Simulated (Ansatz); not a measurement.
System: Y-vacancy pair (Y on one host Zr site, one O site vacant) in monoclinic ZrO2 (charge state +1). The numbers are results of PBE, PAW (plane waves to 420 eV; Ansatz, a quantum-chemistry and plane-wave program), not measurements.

96-site cell at the relaxed PBE lattice, the Γ point alone, smearing 0.01 eV, spin-restricted, no finite-size correction. No zero-point or tunnelling terms. The charge state is imposed; whether it is stable for some Fermi level was not computed. Forms of the defect that were not tried may lie lower. The start lies 0.067 eV above the lowest site run (PBE).

Barriers: single points on a 2×2×2 k-point mesh shifted by half a step at the bands' geometries.

The step: one O atom jumps into the vacancy from a nearby O site (Y-vacancy distance between ideal sites 2.06 → 4.59 Å). Atoms about the jump, Cartesian Å from the middle of the jump, before and after:

```tsv
atom	x0	y0	z0	x1	y1	z1
O1	-0.42	-0.73	0.60	0.42	0.73	-0.60
Zr2	-1.43	-0.26	-1.21	-1.26	-0.08	-1.29
Zr3	1.33	0.20	1.22	1.49	0.37	1.13
O4	0.01	-1.51	-1.95	-0.02	-1.65	-1.87
O5	0.09	1.77	1.71	0.06	1.70	1.85
O6	2.34	-1.26	-0.15	2.40	-1.25	-0.15
O7	-2.32	1.39	0.05	-2.31	1.41	0.07
O8	-2.85	-1.31	-0.20	-2.45	-1.26	-0.04
O9	2.63	1.36	0.08	2.95	1.41	0.16
Y10	1.80	2.60	-1.64	1.70	2.46	-1.55
```

Question: Give the saddle-point geometry and the barrier.

Answer: 
```tsv
atom	x	y	z
O1	0.00	-0.01	0.01
Zr2	-1.41	-0.19	-1.29
Zr3	1.48	0.30	1.20
O4	-0.05	-1.65	-1.97
O5	0.14	1.83	1.81
O6	2.42	-1.28	-0.17
O7	-2.35	1.42	0.05
O8	-2.66	-1.32	-0.11
O9	2.81	1.40	0.10
Y10	1.78	2.55	-1.61
```
It lies 0.57 eV above the start and 0.64 eV above the end. The saddle point's order was not checked.
